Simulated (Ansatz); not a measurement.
ScAg (model structure, started from the CuAu type, Pm-3m, No. 221, 2 atoms in the cell), treated with PBEsol in Ansatz (plane waves, PAW).

Settings: plane-wave cutoff 520 eV, 18×18×14 k mesh (along the axes of the cell as run), Fermi–Dirac smearing 0.05 eV, no spin polarisation, scalar-relativistic PAW data made under PBE.

Cell (relaxed at this level):

```xyz
2
Lattice="3.3828 0.0000 0.0000 0.0000 3.3828 0.0000 0.0000 0.0000 3.3821" Properties=species:S:1:pos:R:3 pbc="T T T"
Sc     1.6914     1.6914     1.6911
Ag     0.0000     0.0000     0.0000
```

Task: Predict the bulk modulus.

Result: 
- bulk modulus = 92.0 GPa

The run finds no gap.

Note: the bulk modulus is −V dP/dV from two relaxed cells at ±2 % in volume.

Static lattice: no zero-point or thermal effects.

A model structure was made by putting elements into a prototype or built by hand; here it ended with the formula and space group of a phase in our tables.

Ansatz is an electronic-structure program.
